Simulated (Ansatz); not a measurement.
Take Ti2GeC (space group P6_3/mmc, No. 194; a = 3.053 Å, c = 12.887 Å; a cell from a computed database, its experimental status unchecked) as the base. Axes: x lies along a and z along c of the hexagonal cell.

All numbers come from Ansatz (an electronic-structure program) PBEsol, spin-orbit coupling left out.

For the base:

- Pressure: 0.0 GPa
- Shortest interatomic distance: 2.104 Å
- Band gap: zero

Now apply this change: tensile biaxial strain of 0.66 % in the plane normal to [001], as in epitaxy on a mismatched substrate; the out-of-plane cell vector and the atoms relax.

Task: What happens to the pressure, shortest interatomic distance and band gap?

Result: The pressure (mean of the normal stresses, compression positive) goes from zero to -1.4 GPa; the shortest interatomic distance grows by 0.0065 Å (2.104 Å → 2.111 Å); the band gap stays zero.

Without a gap, meshes like the base's 17×17×4 leave anisotropic stresses uncertain by several tenths of a GPa, and small strain energies with them. No phonon test of stability was made. The final runs are not spin-polarised.
